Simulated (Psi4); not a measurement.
Psi4 1.11, HF/def2-svp, scf_type cd: acene of 2 rings, 18 atoms. The geometry is a generated start, not checked to be a minimum at this level.

```json
{
  "task": "energy",
  "method": "scf",
  "basis": "def2-svp",
  "memory": "64 GB",
  "scf_type": "cd",
  "guess": "auto, which took SAD (default)",
  "diis_max_vecs": "10 (default)",
  "scf_initial_accelerator": "adiis (default)",
  "e_convergence": "1e-06 (default)",
  "d_convergence": "1e-06 (default)",
  "basis_functions": "180"
}
```

Machine: one whole node, Intel Xeon 6 (Granite Rapids), 96 cores on 1 socket, 2 hardware threads a core, 3 L3 cache groups, 3 NUMA nodes.

Run on 32 threads, it takes 6.1 s from launch to exit:

```bash
OMP_NUM_THREADS=32 psi4 -n 32 -o stdout input.dat
```

From its output:

```
  Memory set to  59.605 GiB by Python driver.
                       32 Threads,  61035 MiB Core
  Running in d2h symmetry.
  SCF Algorithm Type is CD.
  Guess Type is SAD.
    Number of basis functions: 180
  ==> CDJK: Cholesky-decomposed J/K Matrices <==
    OpenMP threads:                32
    Memory [MiB]:               45776
    Algorithm:                   Core
...
Wall Time:        5.85 seconds

                                                       Time (seconds)
Module                                       User      System        Wall        Calls
CD: cholesky decomposition          :    116.450u      2.650s      4.501w      1 calls
CD: schwarz                         :      1.800u      0.033s      0.069w      1 calls
HF: Guess                           :      4.450u      0.383s      0.091w      1 calls
SAD Guess                           :      4.400u      0.383s      0.089w      1 calls
HF: Form G                          :      4.217u      0.050s      0.081w     10 calls
JK: JK                              :      4.000u      0.050s      0.076w     10 calls
JK: K                               :      2.817u      0.017s      0.054w     50 calls
HF: DIIS                            :      9.200u      0.267s      0.177w      9 calls
```

Wall times, medians of two to five repeats, each run alone on the node (launch to exit). Unless noted, each process is bound to its own block of adjacent cores. Build: conda-forge: OpenMP (LLVM), MKL, Libint2. Other compilers and libraries give other times. Scratch files lie in a memory file system.

**Question.** What holds this run back, and which change relieves it on the same cores with the result kept within 1.0 meV/atom in energy?

**Answer.** The largest part is set-up of the integrals (fitting, PK, Cholesky), 76 % of the time. One change that relieves it (others may too): going from scf_type = cd to scf_type = mem_df, one of the fastest among the values tried that keep the result: 6.1 s to 1.9 s (3.2× as fast). The largest move is in set-up of the integrals (fitting, PK, Cholesky): 4.6 s to 0.19 s. As resolved by the program: JK builder CDJK against MemDFJK. These two results differ by: energy 0.038 meV/atom. Others tried: scf_type = df (default) (1.9 s); scf_type = disk_df (2.0 s); scf_type = direct, incfock = true, df_scf_guess = true (default) (2.3 s); scf_type = direct, incfock = false (default), df_scf_guess = true (default) (2.3 s); scf_type = direct, incfock = false (default), df_scf_guess = false (3.1 s); scf_type = dfdirj+link, incfock = true (3.3 s); scf_type = dfdirj+link, incfock = false (default) (3.4 s); scf_type = dfdirj+cosx, incfock = true (6.4 s); scf_type = dfdirj+cosx, incfock = false (default) (6.8 s); scf_type = dfdirj+snlink, incfock = false (default) (8.3 s); scf_type = pk (10 s). Launch, exit and the like take 1.2 s of the 1.9 s.
